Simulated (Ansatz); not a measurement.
The starting structures come from a database of crystals and need not be the phases stable at ambient conditions.

 Where the default PAW files enter, the runs use the earlier of Ansatz's two default sets.

By PBEsol, the system below comes out a metal.

Without scattering a metal conducts by its projected Fermi surface.

Here is the system:

```
Mn
1.0
    2.48365     0.00000     0.00000
   -1.24182     2.15090     0.00000
    0.00000     0.00000     4.02620
Mn
2
Direct
  0.66667   0.33333   0.75000
  0.33333   0.66667   0.25000
```

Space group of this cell: P6_3/mmc, hcp (Mg type). The cell is taken as given; by PBEsol its mean pressure is -11.5 GPa.

The current flows along the normal of the first two printed cell vectors, the (001) plane of the conventional cell. No spin-orbit coupling; the value is a mean over 0.1 eV about the Fermi level.

Estimate the ballistic conductance per area that Ansatz (a first-principles code) with PBEsol returns for this system.

2.0 × 10¹⁵ S/m² for both spins.
